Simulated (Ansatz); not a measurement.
Consider C in the diamond structure (space group Fd-3m, No. 227).

```xyz
2
Lattice="0.0000 1.7769 1.7769 1.7769 0.0000 1.7769 1.7769 1.7769 0.0000" Properties=species:S:1:pos:R:3 pbc="T T T"
C      0.0000     0.0000     0.0000
C      0.8884     0.8884     0.8884
```

Cartesian axes are those of the cell as printed.

The values are results of PBEsol (Ansatz, a first-principles code, PAW, scalar-relativistic without spin-orbit coupling), not measurements.

For the base:

The pressure comes out as 0.00 GPa.

Now apply this change: the cell is compressed by 3.00 % along z with no lateral relaxation; the atoms relax in the strained cell.

Problem. What happens to the hole mass and pressure?

Solution. The hole mass amounts to 0.56 mₑ along z, 0.26 mₑ across (at Γ); the pressure (mean of the normal stresses, compression positive) goes from zero to 14.50 GPa.

The levels and masses belong to the bands next to the band gap. Masses are band curvatures over ±0.01 Å⁻¹ around the edge. Stability against distortions was not tested.
